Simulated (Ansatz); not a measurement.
System: CsCl-type ErAg. Method: r²SCAN+rVV10 (plane waves, PAW; Ansatz, an electronic-structure program).

Run with plane-wave cutoff 560 eV, 16×16×16 k mesh, Fermi–Dirac smearing 0.05 eV, spin-polarised with parallel moments, scalar-relativistic PAW data made under PBE.

Computed at the level's own relaxed cell.

**Question.** Predict the lattice parameter a.

**Answer.** 
- lattice parameter a = 3.573 Å

Note: the magnetic order was assumed, not searched for or taken from measurement; the 4f shell is treated without U or exact exchange, so its levels and filling can be wrong.

Spin–orbit coupling is not included.

The computed numbers hold no vibrational or temperature effects.
